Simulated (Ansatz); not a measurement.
Structures of equal composition on the (111)B surface of zinc-blende ZnSe (Se plane on top): 2x2 Si adatom at H3; 2x2 Si adatom at T4. The slabs share one bottom face, and each structure is named by its start. These are constructed structures in small cells; real faces may alloy, dewet or reconstruct in larger ones, and not all known structures of the face are among them. Slabs of about 14 Å with all that they carry, Fermi-Dirac smearing of 0.025 eV. Bottom of the slabs: H caps. Relaxed from the named starts with such symmetry as they have, on meshes of like density; energies extrapolated to zero smearing; no spin-orbit coupling, no U. Spin-polarised runs, if any, are marked in brackets, and their order is one that fits the cell; the others ran without spin.

Host crystal: zinc-blende ZnSe, with a band gap (PBE, scalar-relativistic without spin-orbit coupling).

Level of theory: PBE (plane waves to 420 eV, PAW; Ansatz, a first-principles code).

### Question
Rank these by energy per 1x1 cell (lowest first), as PBE gives it.

### Answer
2x2 Si adatom at T4 (0.000 eV, gap 1.55 eV on the mesh), 2x2 Si adatom at H3 (0.051 eV, gap 1.08 eV on the mesh)
